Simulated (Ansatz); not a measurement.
The starting structures come from a database of crystals and need not be the phases stable at ambient conditions.

 Where the default PAW files enter, the runs use the earlier of Ansatz's two default sets.

By PBEsol, the system below comes out a metal.

Without scattering a metal conducts by its projected Fermi surface.

Here is the system:

```
Sb
1.0
    4.13199     0.00000     0.00000
   -2.06599     5.81328     0.00000
    2.06599     0.00000     5.69929
Sb
4
Direct
  0.84874   0.19748   0.50000
  0.15126   0.80252   0.50000
  0.34874   0.50000   0.80252
  0.65126   0.50000   0.19748
```

Space group of this cell: Fmmm. The cell is strained (lengths across the current scaled by 1.02, ions clamped); by PBEsol its mean pressure is -2.6 GPa.

The current flows along the normal of the first two printed cell vectors. No spin-orbit coupling; the value is a mean over 0.1 eV about the Fermi level.

Question: Estimate the ballistic conductance per area that PBEsol run with Ansatz (a program for electronic structure) returns for this system.

Answer: 0.46 × 10¹⁵ S/m² for both spins.
